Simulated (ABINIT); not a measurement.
Converging the plane-wave cutoff: ZrOs (P4mm, 2 atoms in the cell)

```yaml
crystal:
  lattice:
    - [3.28632, 0.00000, 0.00000]
    - [0.00000, 3.28632, 0.00000]
    - [0.00000, 0.00000, 3.28632]
  atoms:
    - { symbol: Zr, position: [0.50000, 0.50000, 0.51521] }
    - { symbol: Os, position: [0.00000, 0.00000, 0.00000] }
```

Method of the run: PBEsol, norm-conserving pseudopotentials (PseudoDojo nc-sr-04 PBEsol standard) (plane waves; ABINIT).

Base settings: pseudos = [Zr.upf, Os.upf]; ecut = 37 Ha; occopt = 7; tsmear = 0.00367493 Ha; ngkpt = 4 4 4; nshiftk = 1; shiftk = 0 0 0; potentials = PseudoDojo nc-sr-04 PBEsol standard; nband = 19; kptopt = 1.

The second cell is the first with its lattice scaled by 0.98.

The mesh stays at the base's, so the ladder's end is converged at best in this setting alone.

Only quantities that move along the ladder and can be compared are tabulated.

The count of work is k-points × plane waves × bands × iterations; it is no time. Core times come from one kind of shared machine, to one figure; runs under 30 s give none.

The starting cell comes from a database of computed structures (which also holds hypothetical and non-ambient phases and stackings), without a prior relaxation at this level. Its lattice was rescaled by up to half a per cent. One atom was moved a little off its site on purpose. Spin polarisation is off. In the base run, with a pressure of about -6 GPa the cell is away from its equilibrium volume at this level. Without a gap this mesh is coarse (it stands for a supercell whose shortest vector is 13 Å).

| ecut | free energy less the last step's (meV/atom) | energy of the compressed cell less the first (meV/atom) | pressure (GPa) | largest difference of a force vector from the last step's (eV/Å) | count of work / last | core time / last (rough) |
|---|---|---|---|---|---|---|
| 13 Ha | 6590.01 | 24.42 | -122.02 | 0.065 | 0.057 | – |
| 15 Ha | 4182.22 | -19.65 | -97.11 | 0.002 | 0.070 | – |
| 17 Ha | 2481.81 | -6.43 | -74.59 | 0.001 | 0.084 | – |
| 18 Ha | 1907.26 | 7.83 | -64.60 | 0.002 | 0.091 | – |
| 20 Ha | 1052.45 | -6.01 | -46.05 | 0.002 | 0.11 | – |
| 22 Ha | 535.86 | -2.59 | -31.20 | 0.003 | 0.12 | – |
| 26 Ha | 108.07 | 2.54 | -13.77 | 0.000 | 0.16 | – |
| 30 Ha | 15.40 | 1.63 | -7.84 | 0.000 | 0.20 | – |
| 33 Ha | 3.08 | 1.27 | -6.63 | 0.000 | 0.23 | 0.3 |
| 37 Ha | 1.25 | 1.37 | -6.36 | 0.000 | 0.27 | – |
| 41 Ha | 1.04 | 1.37 | -6.36 | 0.000 | 0.31 | 0.3 |
| 44 Ha | 0.87 | 1.37 | -6.36 | 0.000 | 0.35 | 0.4 |
| 50 Ha | 0.72 | 1.37 | -6.35 | 0.000 | 0.42 | 0.5 |
| 56 Ha | 0.58 | 1.37 | -6.35 | 0.000 | 0.50 | 0.5 |
| 65 Ha | 0.38 | 1.36 | -6.35 | 0.000 | 0.62 | 1 |
| 74 Ha | 0.27 | 1.36 | -6.35 | 0.000 | 0.76 | 0.6 |
| 89 Ha | 0.00 | 1.36 | -6.35 | 0.000 | 1.0 | 1 |

Coarsest ecut that holds the forces within 0.005 eV/Å of the last step, with all finer ones: 15 Ha, at 0.070 of the last step's count of work; the step before is off by 0.065 eV/Å.

Coarsest ecut that holds the free energy within 5 meV/atom of the last step, with all finer ones: 33 Ha, at 0.23 of the last step's count of work and about 0.3 of the last step's time; the step before is off by 15 meV/atom.

Coarsest ecut that holds the pressure within 1 GPa of the last step, with all finer ones: 33 Ha, at 0.23 of the last step's count of work and about 0.3 of the last step's time; the step before is off by 1.5 GPa.

The energy difference between the two cells stays within 1 meV/atom of the last step's from 30 Ha on, the total only from 44 Ha on: much of the error is common to both cells and cancels.

At the lowest cutoff the pressure lies 116 GPa under the last step's, the usual sign of Pulay stress in an incomplete plane-wave basis.
